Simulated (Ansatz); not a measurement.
**Response to strain in InSb**

Take InSb in the zinc blende structure (space group F-43m, No. 216; a = 6.519 Å) as the base.

Strains are applied to the cell and any free atomic positions relax.

All numbers come from PBEsol (Ansatz, a first-principles code), no spin-orbit coupling.

Notes on the quantities. energy relative to the base: free energy F.

```json
[
 {"case": "base", "energy relative to the base": "0 meV/atom", "band gap": "zero", "volume per atom": "34.63 Å³", "pressure": "0.0 GPa"},
 {"case": "isotropic strain −3.00 %", "energy relative to the base": "+42 meV/atom", "band gap": "0.15 eV", "volume per atom": "31.60 Å³", "pressure": "4.9 GPa"},
 {"case": "isotropic strain −2.00 %", "energy relative to the base": "+18 meV/atom", "band gap": "zero", "volume per atom": "32.59 Å³", "pressure": "3.0 GPa"},
 {"case": "isotropic strain −1.50 %", "energy relative to the base": "+9.9 meV/atom", "band gap": "zero", "volume per atom": "33.09 Å³", "pressure": "2.2 GPa"},
 {"case": "isotropic strain −1.00 %", "energy relative to the base": "+4.3 meV/atom", "band gap": "zero", "volume per atom": "33.60 Å³", "pressure": "1.4 GPa"},
 {"case": "isotropic strain −0.50 %", "energy relative to the base": "+1.1 meV/atom", "band gap": "zero", "volume per atom": "34.11 Å³", "pressure": "0.7 GPa"},
 {"case": "isotropic strain +1.00 %", "energy relative to the base": "+4.0 meV/atom", "band gap": "zero", "volume per atom": "35.68 Å³", "pressure": "-1.2 GPa"},
 {"case": "isotropic strain +1.50 %", "energy relative to the base": "+8.8 meV/atom", "band gap": "zero", "volume per atom": "36.21 Å³", "pressure": "-1.7 GPa"},
 {"case": "isotropic strain +2.00 %", "energy relative to the base": "+15 meV/atom", "band gap": "zero", "volume per atom": "36.75 Å³", "pressure": "-2.2 GPa"},
 {"case": "isotropic strain +3.00 %", "energy relative to the base": "+33 meV/atom", "band gap": "zero", "volume per atom": "37.84 Å³", "pressure": "-3.1 GPa"}
]
```

Spin-orbit coupling, missing from the scalar runs, can matter with Sb. No phonon test of stability was made. All final runs are without spin polarisation. The zero or small gap of InSb can change with the level of theory.
